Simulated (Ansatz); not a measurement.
**Al in the fcc (Cu type) structure (space group Fm-3m, No. 225)**

```
CELL_PARAMETERS angstrom
      0.00000     1.99601     1.99601
      1.99601     0.00000     1.99601
      1.99601     1.99601     0.00000
ATOMIC_POSITIONS crystal
  Al 0.00000 0.00000 0.00000
```

All numbers come from r2SCAN (Ansatz, an electronic-structure program), no spin-orbit coupling. k-mesh 20×20×20 (Γ-centred); smearing 0.05 eV (Fermi–Dirac).

* **Volume per atom**: 15.90 Å³
* **Density**: 2.82 g/cm³
* **Band gap**: zero
* **Total energy**: -540.411 eV/atom (σ→0; compares only within this code and set-up)

No phonon test of stability was made.
